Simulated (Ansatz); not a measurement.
Defect: Au-vacancy pair (Au on one host W site, one W site vacant) in bcc W, neutral cell. Level of theory: PBE, PAW (plane waves to 420 eV; Ansatz, an electronic-structure program).

Cell of 36 host sites held at the relaxed PBE lattice; a 2×2×3 k-point mesh shifted by half a step; Fermi-Dirac width 0.10 eV, spin-restricted; finite-size errors left in. No zero-point or tunnelling terms. Spin-orbit coupling is left out. Forms of the defect that were not tried may lie lower.

Barriers: single points on a 3×3×5 k-point mesh shifted by half a step at the bands' geometries.

The step: Au and the vacancy change places (Au-vacancy distance between ideal sites 2.76 Å throughout); the atom moves 1.99 Å along (0.36, 0.36, 0.36) of the unit cell; the moving atom starts with neighbours 2 W at 2.72, W at 2.74, 3 W at 2.90, 2 W at 2.95, W at 2.96, W at 3.12, 2 W at 3.41, W at 3.44 Å and ends with 2 W at 2.72, W at 2.74, 3 W at 2.90, 2 W at 2.95, W at 2.96, W at 3.12, 2 W at 3.41, W at 3.44 Å.

**Question.** Estimate the migration barrier of this step that PBE, PAW returns for this input.

**Answer.** 0.57 eV, the same both ways. At the saddle the moving atom has neighbours 4 W at 2.71, 2 W at 2.73, 6 W at 3.41 Å. The saddle point's order was not checked, and it lies on a symmetry element of the cell, where a band can be held.
